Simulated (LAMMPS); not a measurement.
LAMMPS 22 Jul 2025, classical MD, EAM (Finnis-Sinclair form) (Mg_mm.eam.fs): Mg, 1372 atoms.

```json
{
 "task": "MD, nve",
 "potential": "EAM (Finnis-Sinclair form), Mg_mm.eam.fs",
 "copies_of_the_repeat_unit": "7×7×7",
 "shape (slab and sphere leave vacuum in the box)": "bulk",
 "neighbor_skin": "2 Å",
 "neigh_modify": "every 1 delay 0 check yes",
 "newton": "on (default)",
 "atom_modify sort (bins of 2 Å where set)": "1000 (default)",
 "comm_style": "brick (default)",
 "box": "22.5 × 38.9 × 36.5 Å",
 "start": "generated hcp lattice, warmed in an untimed run"
}
```

All runs start from one configuration, warmed at this fixed volume for 1000 steps under a thermostat at 600 K. The run at the shortest step has a mean temperature of 614 K and a mean pressure of 0.7 GPa.

Each run covers about 2.0 ps at constant energy (mean temperature 614 K at the shortest step); σ is the standard deviation over the printed steps. One run each, on a shared machine, so no times are given.

Steps tried: 0.5 fs, 1 fs, 2 fs, 2.5 fs, 4 fs, 5 fs, 8 fs, 10 fs, 16 fs, 20 fs, 32 fs.

Choose the longest time step that keeps σ(total energy)/σ(kinetic energy) under 10 %.

10 fs. The run fails or blows up at 32 fs.

| time step | σ(E total)/σ(E kinetic) | last minus first total energy (meV/atom) | mean temperature (K) |
|---|---|---|---|
| 0.5 fs | 0.00011 | under 0.001 | 614 |
| 1 fs | 0.00043 | under 0.001 | 614 |
| 2 fs | 0.0017 | +0.0019 | 614 |
| 2.5 fs | 0.0027 | +0.0023 | 614 |
| 4 fs | 0.0071 | +0.010 | 612 |
| 5 fs | 0.011 | +0.021 | 611 |
| 8 fs | 0.030 | +0.028 | 607 |
| 10 fs | 0.048 | +0.0078 | 603 |
| 16 fs | 0.13 | +0.44 | 585 |
| 20 fs | 0.31 | +2.7 | 571 |
| 32 fs | stops: Lost atoms | — | — |

The bar is a choice.
